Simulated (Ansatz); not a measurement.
**Effect of isotropic strain +0.48 % on Sn**

The parent structure is Sn in the diamond structure (space group Fd-3m, No. 227; a = 6.5667 Å).

It is then changed as follows: an isotropic linear strain of +0.48 %, atoms relaxed at fixed cell.

Level of theory: r2SCAN, PAW, 500 eV (Ansatz, a quantum-chemistry and plane-wave program; no spin-orbit coupling). Settings: 12×12×12 k-points, 0.05 eV Fermi–Dirac smearing.

The volume per atom goes up by 0.51 Å³ (35.40 Å³ → 35.91 Å³) and the shortest interatomic distance increases by 1.4 pm to 285.7 pm. The energy grows by 1.0 meV/atom and the pressure goes from zero to -0.6 GPa. The band gap is still zero.

Final structure:

```yaml
crystal:
  lattice:
    - [0.00000, 3.29912, 3.29912]
    - [3.29912, 0.00000, 3.29912]
    - [3.29912, 3.29912, 0.00000]
  atoms:
    - { symbol: Sn, position: [0.25000, 0.25000, 0.25000] }
    - { symbol: Sn, position: [0.00000, 0.00000, 0.00000] }
```

Whether these cells are dynamically stable was not tested.
